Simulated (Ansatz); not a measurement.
Start from Ge (space group Pm-3n, No. 223; a = 5.417 Å; a hypothetical phase, not in the database extracts checked). Axes: x, y, z lie along the cube axes.

Calculations: plane-wave PAW DFT at the PBE level (Ansatz, a program for electronic structure, 420 eV), no SOC.

Modification: the cell is scaled by 0.9760 in all directions; the atoms relax in the strained cell.

**Question.** Predict the stress tensor and what it implies for the stiffness.

**Answer.** Stress of the strained cell less that of the base (GPa, compression positive):
```
    5.3     0.0     0.0
    0.0     5.3     0.0
    0.0     0.0     5.3
```

Then B = −ΔP/(ΔV/V₀) with ΔV/V₀ = -0.0703 gives secant stiffness values (nonlinear terms included at this strain): B ≈ 75 GPa.

As a check, the harmonic strain energy −½ V₀ Δσ:ε is 23 meV/atom; the computed energy rise is 22 meV/atom.

Stability against distortions was not tested.
